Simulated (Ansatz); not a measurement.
One electron is added to a 72-atom supercell of ZnO (P6_3mc) at the PBE lattice constants (nearest periodic image 9.8 Å away), Γ point only, in Ansatz (plane waves, PAW). It is computed spread over the relaxed neutral cell, and relaxed from a start on Zn (neighbours pushed out by 0.15 Å). No finite-size correction and no spin-orbit coupling are applied, the total moment is held at 1 μB, one start was tried, and the states were not tested for lower ones.

Problem. Predict for PBE, r2SCAN, HSE06 whether the electron stays self-trapped, with the trapping energy and the site moment.

Solution. PBE: the carrier spreads out and no small polaron survives. r2SCAN: the carrier spreads out and no small polaron survives. HSE06: the carrier spreads out and no small polaron survives.

```tsv
functional	E(relaxed) − E(spread) (eV)	largest site moment (μB)	sites sharing the spin	largest ionic move (Å)
PBE	0.00	0.00 (O)	70.5	0.00
r2SCAN	0.00	0.00 (O)	68.3	0.00
HSE06	0.00	0.00 (Zn)	71.4	0.00
```

Processor time of the three steps on one machine, over the cheapest level (rough): PBE 1.0, r2SCAN 2.8, HSE06 12.

Ansatz is a quantum-chemistry and plane-wave program.
